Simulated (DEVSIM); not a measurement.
System: W/Al2O3/n-In0.53Ga0.47As capacitor, at 250 K.

| layer (left to right) | material | thickness (nm) | Nd (cm⁻³) |
|---|---|---|---|
| 1 | Al2O3 | 8.60 | - |
| 2 | In0.53Ga0.47As | 8100 | 4.9e15 |

Metal gate on the left, work function 4.6 eV. Fixed charge at the semiconductor interface 0 cm⁻² (in units of +e); no interface traps.

Constants are typed, rounded textbook-type inputs, not results; the design itself was drawn at random and stands for no fabricated device. Values at 300 K; Nc and Nv go as T^1.5, mobilities as T to minus their exponent, the gap by Varshni's rule with the affinity fixed.

```csv
parameter,Al2O3,In0.53Ga0.47As
gap (eV),6.8,0.74
affinity (eV),1.35,4.51
permittivity,9,13.9
Nc (cm⁻³),-,2.1e17
Nv (cm⁻³),-,7.7e18
Varshni α (eV/K),-,0.00035
Varshni β (K),-,190
```

Simulated with DEVSIM: 1D Poisson equation in equilibrium, Boltzmann statistics, complete ionisation; no quantum confinement or tunnelling. Metal contacts follow the ideal Schottky-Mott rule: no Fermi-level pinning, no interface dipoles.

Question: Tabulate band edges, carrier densities and field at -0.35 V on the gate.

Answer: Energies count from the Fermi level of the right contact; mesh points crowd at the junctions.

| x (μm) | Ec (eV) | Ev (eV) | n (cm⁻³) | p (cm⁻³) | field (V/cm) |
|---|---|---|---|---|---|
| 0.000 | 3.600 | -3.200 | < 1e2 | < 1e2 | -31000 |
| 0.001438 | 3.595 | -3.204 | < 1e2 | < 1e2 | -31000 |
| 0.004020 | 3.587 | -3.212 | < 1e2 | < 1e2 | -31000 |
| 0.006931 | 3.579 | -3.221 | < 1e2 | < 1e2 | -31000 |
| 0.008814 | 0.413 | -0.342 | 7.6e8 | 7.6e11 | -20000 |
| 0.01065 | 0.409 | -0.345 | 9.0e8 | 6.4e11 | -20000 |
| 0.01518 | 0.400 | -0.354 | 1.4e9 | 4.2e11 | -20000 |
| 0.03195 | 0.368 | -0.386 | 6.1e9 | 9.5e10 | -19000 |
| 0.06659 | 0.307 | -0.447 | 1.0e11 | 5.7e9 | -16000 |
| 0.1455 | 0.198 | -0.557 | 1.6e13 | 3.5e7 | -11000 |
| 0.3406 | 0.085 | -0.670 | 3.1e15 | 190000 | -1600 |
| 1.062 | 0.075 | -0.679 | 4.9e15 | 120000 | ≈ 0 |
| 2.468 | 0.075 | -0.679 | 4.9e15 | 120000 | ≈ 0 |
| 5.319 | 0.075 | -0.679 | 4.9e15 | 120000 | ≈ 0 |
| 7.228 | 0.075 | -0.679 | 4.9e15 | 120000 | ≈ 0 |
| 7.745 | 0.075 | -0.679 | 4.9e15 | 120000 | ≈ 0 |
| 7.953 | 0.075 | -0.679 | 4.9e15 | 120000 | ≈ 0 |
| 8.045 | 0.075 | -0.679 | 4.9e15 | 120000 | ≈ 0 |
| 8.089 | 0.075 | -0.679 | 4.9e15 | 120000 | ≈ 0 |
| 8.101 | 0.075 | -0.679 | 4.9e15 | 120000 | ≈ 0 |
| 8.106 | 0.075 | -0.679 | 4.9e15 | 120000 | ≈ 0 |
| 8.109 | 0.075 | -0.679 | 4.9e15 | 120000 | ≈ 0 |
